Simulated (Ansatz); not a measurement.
System: Au2S (Pn-3m, No. 224, 6 atoms in the cell; start mp-947). Method: PBEsol in Ansatz (plane waves, PAW).

Settings: plane-wave cutoff 500 eV, 8×8×8 k mesh, Fermi–Dirac smearing 0.05 eV, scalar-relativistic PAW data made under PBE.

Cell (relaxed at this level):

```
Au2S
1.0
    5.23636     0.00000     0.00000
    0.00000     5.23636     0.00000
    0.00000     0.00000     5.23636
S Au
2 4
Direct
  0.00000   0.00000   0.00000
  0.50000   0.50000   0.50000
  0.25000   0.25000   0.75000
  0.25000   0.75000   0.25000
  0.75000   0.75000   0.75000
  0.75000   0.25000   0.25000
```

Question: Predict the band gap.

Answer: 
- band gap: 1.91 eV (on the SCF k mesh)

Note: the relaxation could not lower the start's symmetry, so the cell can be a saddle point above a distorted one.

Spin–orbit coupling is not included.

A start named mp-… is a Materials Project structure, which need not be a measured phase.

Ansatz is an electronic-structure program.
